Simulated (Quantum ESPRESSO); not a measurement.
Worked example: self-consistent single point of RbH (Fm-3m, 2 atoms in the cell) in Quantum ESPRESSO.

Method: LDA (PW92), PseudoDojo standard norm-conserving (LDA) pseudopotentials (plane waves; Quantum ESPRESSO).

```xyz
2
Lattice="0.0000 2.9891 2.9891 2.9891 0.0000 2.9891 2.9891 2.9891 0.0000" Properties=species:S:1:pos:R:3 pbc="T T T"
Rb     2.9891     2.9891     2.9891
H      0.0000     0.0000     0.0000
```

Reference input (self-consistent single point, DFT, LDA (PW92), plane waves, PseudoDojo standard norm-conserving (LDA) pseudopotentials): ecutwfc = 75 Ry; occupations = fixed; potentials = {Rb: Rb.upf, H: H.upf}; K_POINTS = automatic 5 5 5 0 0 0; nbnd = 13; conv_thr = 1e-10 Ry; mixing_beta = 0.7. This run's input differs from it in these lines:

```diff
@@ -13,3 +13,3 @@
     ntyp = 2
-    ecutwfc = 75
+    ecutwfc = 38
     occupations = 'fixed'
```

Output (repeated stretches shortened):

```
     Self-consistent Calculation

     iteration #  1     ecut=    38.00 Ry     beta= 0.70

     total energy              =     -55.35691277 Ry
     estimated scf accuracy    <       0.13687399 Ry

     iteration #  2     ecut=    38.00 Ry     beta= 0.70

     total energy              =     -55.38746657 Ry
     estimated scf accuracy    <       0.00987673 Ry

     iteration #  3     ecut=    38.00 Ry     beta= 0.70

     total energy              =     -55.38928000 Ry
     estimated scf accuracy    <       0.00018574 Ry

   [... 2 blocks of this kind left out ...]

     iteration #  6     ecut=    38.00 Ry     beta= 0.70

     total energy              =     -55.38929481 Ry
     estimated scf accuracy    <          1.9E-09 Ry

     iteration #  7     ecut=    38.00 Ry     beta= 0.70
     End of self-consistent calculation

     highest occupied, lowest unoccupied level (ev):     2.0070    5.1083

!    total energy              =     -55.38929481 Ry
     estimated scf accuracy    <          4.5E-11 Ry

     convergence has been achieved in   7 iterations

     Forces acting on atoms (cartesian axes, Ry/au):

     atom    1 type  1   force =     0.00000000    0.00000000    0.00000000
     atom    2 type  2   force =     0.00000000    0.00000000    0.00000000

     Total force =     0.000000     Total SCF correction =     0.000000

          total   stress  (Ry/bohr**3)                   (kbar)     P=      -19.16
  -0.00013023  -0.00000000  -0.00000000          -19.16       -0.00       -0.00
  -0.00000000  -0.00013023  -0.00000000           -0.00      -19.16       -0.00
  -0.00000000  -0.00000000  -0.00013023           -0.00       -0.00      -19.16

   JOB DONE.
```

The run converged in 7 iterations. Against the reference run the free energy goes up by 23.5 meV/atom, the pressure goes from -1.20 to -1.92 GPa and the gap on the mesh moves little (3.105 to 3.101 eV).

The starting cell comes from a database of computed structures (which also holds hypothetical and non-ambient phases and stackings), without a prior relaxation at this level. Its lattice was rescaled by up to half a per cent. At the lowered cutoff the pressure carries the error of an incomplete plane-wave basis.
